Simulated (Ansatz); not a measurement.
Results of PBE in Ansatz (plane waves, PAW) for CsCl-type CoAl.

Settings: plane-wave cutoff 520 eV, 20×20×20 k mesh, Fermi–Dirac smearing 0.05 eV, no spin polarisation, scalar-relativistic PAW data made under PBE.

Cell (relaxed at this level):

```cif
data_AlCo
_chemical_formula_sum 'Al1 Co1'
_space_group_name_H-M_alt 'P 1'
_space_group_IT_number 1
_cell_length_a 2.85197
_cell_length_b 2.85197
_cell_length_c 2.85197
_cell_angle_alpha 90.000
_cell_angle_beta 90.000
_cell_angle_gamma 90.000
loop_
_space_group_symop_operation_xyz
  'x, y, z'
loop_
_atom_site_label
_atom_site_type_symbol
_atom_site_fract_x
_atom_site_fract_y
_atom_site_fract_z
_atom_site_occupancy
Al1 Al 0.00000 0.00000 0.00000 1
Co1 Co 0.50000 0.50000 0.50000 1
```

### Question
What does this level give for the bulk modulus B0?

### Answer

- bulk modulus B0 = 180 GPa

Measured, for comparison: bulk modulus 162 GPa (room temperature, not corrected to a static lattice; as tabulated in Yamada et al. (2019), arXiv:1910.09660). Computed (rounded) less measured: bulk modulus +11 %.

Note: the run has no spin polarisation, so it can have missed a magnetic state; the bulk modulus is −V dP/dV from two relaxed cells at ±2 % in volume.

It cost around 50 core-seconds (rough) of CPU time.

Ansatz is an electronic-structure program.
